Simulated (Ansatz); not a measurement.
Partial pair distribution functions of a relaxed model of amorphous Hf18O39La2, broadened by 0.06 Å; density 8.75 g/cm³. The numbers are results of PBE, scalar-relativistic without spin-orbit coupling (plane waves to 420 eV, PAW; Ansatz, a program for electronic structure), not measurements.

The cell was made by melting and quenching with the CHGNet potential and then relaxed with DFT. O atoms were pushed apart under 1.9 Å during the dynamics, to hinder bonds among them. The hot cell started wider than the set density and was brought back towards it in steps. It is the lowest in DFT energy of 2 quenches. It is a model cell: composition and starting density were chosen by hand, and all elements were melted together. No dispersion term was used. Its density started from a set value of 8.75 and ended at 8.75 g/cm³. The simulated quench (nominally 300 K/ps over its main leg) is rapid and tends to freeze in more defects than a deposited or slowly cooled glass has. One small periodic cell is one sample of the glass; other quenches scatter about these values. The volume was held where the preparation left it and the shape relaxed, at a PBE pressure of 2.3 GPa. Stress components on the final sampling reach 2.3 GPa.

| r (Å) | g Hf-O | g O-La | g Hf-Hf | g O-O |
|---|---|---|---|---|
| 1.75 | 0.02 | 0.00 | 0.00 | 0.00 |
| 1.85 | 0.40 | 0.00 | 0.00 | 0.00 |
| 1.95 | 2.78 | 0.00 | 0.00 | 0.00 |
| 2.05 | 7.77 | 0.00 | 0.00 | 0.00 |
| 2.15 | 6.22 | 0.00 | 0.00 | 0.00 |
| 2.25 | 3.04 | 0.21 | 0.00 | 0.01 |
| 2.35 | 1.35 | 2.32 | 0.00 | 0.12 |
| 2.45 | 0.47 | 5.81 | 0.00 | 0.62 |
| 2.55 | 0.14 | 4.70 | 0.00 | 2.02 |
| 2.65 | 0.01 | 2.61 | 0.00 | 2.60 |
| 2.75 | 0.01 | 0.76 | 0.00 | 2.37 |
| 2.85 | 0.06 | 0.35 | 0.00 | 2.05 |
| 2.95 | 0.08 | 0.55 | 0.02 | 1.80 |
| 3.05 | 0.29 | 0.26 | 0.45 | 1.94 |
| 3.15 | 0.25 | 0.52 | 1.64 | 1.48 |
| 3.25 | 0.25 | 0.09 | 2.98 | 1.14 |
| 3.35 | 0.40 | 0.36 | 3.24 | 0.98 |
| 3.45 | 0.39 | 0.87 | 2.96 | 0.68 |
| 3.55 | 0.60 | 0.59 | 2.23 | 0.71 |
| 3.65 | 0.88 | 1.17 | 1.53 | 0.72 |
| 3.75 | 0.74 | 1.26 | 1.67 | 0.78 |
| 3.85 | 0.91 | 0.53 | 2.24 | 0.90 |
| 3.95 | 1.36 | 0.46 | 1.76 | 1.06 |
| 4.05 | 1.59 | 0.82 | 1.17 | 0.98 |
| 4.15 | 1.23 | 0.44 | 0.81 | 1.00 |
| 4.25 | 1.17 | 1.50 | 0.30 | 0.96 |
| 4.35 | 1.22 | 1.58 | 0.13 | 0.76 |
| 4.45 | 1.30 | 1.37 | 0.22 | 0.49 |
| 4.55 | 1.35 | 1.21 | 0.33 | 0.39 |

Within 2.62 Å each Hf has 6.28 O neighbours on average.
